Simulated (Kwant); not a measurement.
System: In0.53Ga0.47As/In0.52Al0.48As stack with 1 barrier. One parabolic valley. Leads of mass 0.041 mₑ with the band edge at 0; grid 0.1 nm; bias 0 V, dropping linearly over the stack.

| layer | thickness (nm) | band offset (eV) | mass (mₑ) |
|---|---|---|---|
| 1 | 2.2 | 0.52 | 0.075 |

Constants are typed, rounded textbook-type inputs, not results; the design itself was drawn at random and stands for no fabricated device.

Model: one-band effective-mass tight-binding model in one dimension, coherent, no space charge (Kwant).

| E (eV) | A | B | C |
|---|---|---|---|
| 0.002600 | 0.0017 | 0.0034 | 0.012 |
| 0.02228 | 0.015 | 0.028 | 0.091 |
| 0.05180 | 0.033 | 0.061 | 0.18 |
| 0.07148 | 0.044 | 0.081 | 0.23 |
| 0.1010 | 0.061 | 0.11 | 0.28 |
| 0.1305 | 0.077 | 0.13 | 0.32 |
| 0.1502 | 0.088 | 0.15 | 0.35 |
| 0.1797 | 0.10 | 0.17 | 0.38 |
| 0.2092 | 0.12 | 0.20 | 0.41 |
| 0.2289 | 0.13 | 0.21 | 0.42 |
| 0.2585 | 0.15 | 0.23 | 0.44 |
| 0.2880 | 0.16 | 0.25 | 0.46 |
| 0.3077 | 0.17 | 0.27 | 0.47 |
| 0.3372 | 0.19 | 0.29 | 0.49 |
| 0.3667 | 0.21 | 0.31 | 0.50 |
| 0.3864 | 0.22 | 0.33 | 0.51 |
| 0.4159 | 0.24 | 0.35 | 0.52 |
| 0.4454 | 0.26 | 0.37 | 0.53 |

Task: Column A is the base. The others each differ by one change: height of the first barrier 0.52 → 0.42 eV; thickness of the first barrier 2.2 → 1.3 nm. Which is which?

Result: B: height of the first barrier 0.52 → 0.42 eV; C: thickness of the first barrier 2.2 → 1.3 nm.
